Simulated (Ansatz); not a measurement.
Take Al2Cu (space group I4/mcm, No. 140; a = 6.060 Å, c = 4.875 Å) as the base.

Computed with PBE (Ansatz, an electronic-structure program, PAW, without spin-orbit coupling).

For the base:

```
Item       Result
--------  -------
Pressure  0.0 GPa
Band gap     zero
```

Now apply this change: every lattice vector is stretched by 4.31 %, atoms relaxed at fixed cell.

Problem. Predict the new largest internal atomic displacement, pressure, energy relative to the base and band gap.

Solution. The largest internal atomic displacement amounts to 0.011 Å; the pressure (mean of the normal stresses, compression positive) goes from zero to -9.4 GPa; the energy rises by 67 meV/atom; the band gap remains zero.

The cells carry an imposed strain or load. Stability against distortions was not tested. The final runs are not spin-polarised.
